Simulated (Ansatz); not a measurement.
An Ansatz (a quantum-chemistry and plane-wave program) input (LDA, PAW, 420 eV (Ansatz; no spin-orbit coupling)):

Ansatz 0.2 input:
```yaml
crystal:
  lattice:
    - [2.4132237844, 0, 0]
    - [0, 2.4132237844, 0]
    - [1.2066118922, -1.2066118922, 1.7855701093]
  atoms:
    - { symbol: Cu, position: [0, 0, 0] }
basis: { ecutwfc: 420, ecutrho_ratio: 4, xc_grid: 2, fft_grid_basis: typed }
kpoints: { mp_grid: { grid: [32, 32, 32] } }
hamiltonian:
  xc: lda
  dispersion: none
  pseudopotentials: { kind: paw }
scf: { occupations: { method: fermi_dirac, width: 0.1 } }
relax: { f_tol: 0.005, max_steps: 50, cell: { stress_tol: 0.01, fix: [a, b, gamma] } }
output: { forces: true, stress: true }
checkpoint: { write: state.ck, write_every: 1000 }
```

### Question
Which symmetry and how many k-points will the program report, and about how many plane waves at Γ?

### Answer
Space group I4/mmm (ITA 139) with 16 operations, k-points 2393 of 32768, and 181 plane waves at Γ.

### Question
And the final pressure?

### Answer
4.39 GPa (compression positive).

The cells carry an imposed strain or load. No phonon test of stability was made. All final runs are without spin polarisation. The cell was made from Cu in the fcc (Cu type) structure (space group Fm-3m, No. 225) by this change: biaxial strain −3.00 %, plane normal [001], relaxed out of plane.
